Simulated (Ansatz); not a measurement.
What biaxial strain −2.00 %, plane normal [001], relaxed out of plane does to Pb

Base system: Pb in the fcc (Cu type) structure (space group Fm-3m, No. 225; a = 4.934 Å; relaxed with 0.1 eV smearing). Axes: x, y, z lie along the cube axes.

Modification: biaxial strain −2.00 %, plane normal [001], relaxed out of plane (Cartesian); in-plane vectors clamped, the third vector and the atoms free.

Method: Kohn–Sham DFT with the PBEsol functional, run in Ansatz (a quantum-chemistry and plane-wave program) with PAW and 420 eV plane waves, no spin-orbit coupling. Γ-centred 23×23×23 mesh, Fermi–Dirac width 0.1 eV.

```csv
quantity,base,changed,shift
volume per atom,30.03 Å³,29.75 Å³,-0.28 Å³
space group,Fm-3m (No. 225),I4/mmm (No. 139),–
shortest interatomic distance,3.489 Å,3.419 Å,-0.070 Å
energy relative to the base (free energy F),0 meV/atom,+2.7 meV/atom,+2.7 meV/atom
"pressure (mean of the normal stresses, compression positive)",0.0 GPa,0.5 GPa,+0.5 GPa
band gap,zero,zero,–
out-of-plane strain,–,+3.14 %,–
ratio −ε⊥/ε∥,–,1.57,–
mean in-plane stress (compression positive),–,+0.7 GPa,–
```

Final structure (turned so that z lies along the plane normal):

```
Pb
1.0
    3.41919     0.00000     0.00000
    0.00000     3.41919     0.00000
    1.70959    -1.70959     2.54444
Pb
1
Direct
  0.00000   0.00000   0.00000
```

Cost of the whole job for the changed cell (relaxation, final SCF and bands): around 50 core-seconds (rough).

Whether these cells are dynamically stable was not tested.
